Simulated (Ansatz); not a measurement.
Take ZnSe in the zinc blende structure (space group F-43m, No. 216) as the base.

```
CELL_PARAMETERS angstrom
      0.00000     2.83278     2.83278
      2.83278     0.00000     2.83278
      2.83278     2.83278     0.00000
ATOMIC_POSITIONS crystal
  Zn 0.00000 0.00000 0.00000
  Se 0.25000 0.25000 0.25000
```

Cartesian axes are those of the cell as printed.

Method: r2SCAN (Ansatz, a first-principles code; PAW; 500 eV plane waves; spin-orbit coupling left out).

Base values:

The band gap comes out as 1.87 eV.

One thing is altered: compressive biaxial strain of 2.00 % in the plane normal to [001], as in epitaxy on a mismatched substrate; the out-of-plane cell vector and the atoms relax.

Task: How does this affect the band gap?

Result: The band gap is nearly the same (1.87 eV against 1.88 eV).

Task: Estimate the effect on the in-plane stress.

Result: The mean in-plane stress (compression positive) comes out as +1.7 GPa.

Task: What happens to the energy relative to the base?

Result: The energy goes up by 4.8 meV/atom.

Stability against distortions was not tested.
